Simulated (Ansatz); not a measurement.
V3Si, pressure series

Start from V3Si in the A15 (Cr3Si type) structure (space group Pm-3n, No. 223).

```cif
data_Si2V6
_chemical_formula_sum 'V6 Si2'
_space_group_name_H-M_alt 'P 1'
_space_group_IT_number 1
_cell_length_a 4.70139
_cell_length_b 4.70139
_cell_length_c 4.70139
_cell_angle_alpha 90.000
_cell_angle_beta 90.000
_cell_angle_gamma 90.000
loop_
_space_group_symop_operation_xyz
  'x, y, z'
loop_
_atom_site_label
_atom_site_type_symbol
_atom_site_fract_x
_atom_site_fract_y
_atom_site_fract_z
_atom_site_occupancy
V1 V 0.25000 0.00000 0.50000 1
V2 V 0.75000 0.00000 0.50000 1
V3 V 0.00000 0.50000 0.25000 1
V4 V 0.00000 0.50000 0.75000 1
V5 V 0.50000 0.25000 0.00000 1
V6 V 0.50000 0.75000 0.00000 1
Si1 Si 0.00000 0.00000 0.00000 1
Si2 Si 0.50000 0.50000 0.50000 1
```

Cell and atoms are relaxed at each pressure.

Levels (all Ansatz, a quantum-chemistry and plane-wave program, PAW, earlier PAW set): PBE (420 eV, scalar-relativistic without spin-orbit coupling); PBEsol (420 eV, scalar-relativistic without spin-orbit coupling).

The base cell above is that of PBE; each level relaxes its own structures.

```
case              lattice parameter a, PBE  lattice parameter a, PBEsol
----------------  ------------------------  ---------------------------
pressure −2 GPa                    4.718 Å                      4.665 Å
pressure −1 GPa                    4.710 Å                      4.657 Å
pressure 1.8 GPa                   4.687 Å                      4.637 Å
pressure 4.2 GPa                   4.669 Å                      4.620 Å
pressure 9 GPa                     4.635 Å                      4.588 Å
pressure 18 GPa                    4.578 Å                      4.535 Å
pressure 30 GPa                    4.513 Å                      4.475 Å
pressure 45 GPa                    4.446 Å                      4.411 Å
pressure 60 GPa                    4.388 Å                      4.356 Å
```

PBE lies above PBEsol in every row, by 0.032 Å to 0.053 Å. They put the cases in the same order.

Load acts through the strain it causes; cell and atoms are relaxed under it. Stability against distortions was not tested. Competing high-pressure phases were not computed. Starting moments died away, wholly or in part, for the base; another magnetic solution may exist. The final runs are not spin-polarised.
